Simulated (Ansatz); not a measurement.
Defect migration in zinc-blende InP: interstitial Zn, charge state +2. The step: a direct jump of one Zn atom; the atom moves 4.22 Å along (0.50, 0.50, 0.00) of the unit cell; the moving atom starts with neighbours In at 3.10, 3 In at 3.11, In at 3.12, In at 3.13; 2 P at 2.52, 2 P at 2.53 Å and ends with 3 In at 3.11, 2 In at 3.12, In at 3.12; 2 P at 2.52, 2 P at 2.53 Å. DFT values are from Ansatz (plane-wave PAW, 420 eV unless said) in a cell of 64 host sites, spin-restricted, static, with no finite-size correction. The charge state is imposed; whether it is stable for some Fermi level was not computed. Sites that were not tried may lie lower. For the PBE band: the saddle point's order was not checked, and it lies on a symmetry element of the cell, where a band can be held.

```tsv
Level	Forward barrier (eV)	Cost of the band or of the saddle's single point
PBE, one k-point at (0.250, 0.250, 0.250), band relaxed	0.95	around 90 core-minutes (rough)
PBE, a 2×2×2 k-point mesh shifted by half a step, same geometries	0.95	around 5 core-minutes (rough)
r2SCAN at 500 eV, one k-point at (0.250, 0.250, 0.250), same geometries	?	roughly 4 core-minutes
```

Q: Some entries are withheld; supply them.

A: 
- r2SCAN at 500 eV, one k-point at (0.250, 0.250, 0.250), same geometries, Forward barrier (eV): 1.06

Ansatz is a program for electronic structure.
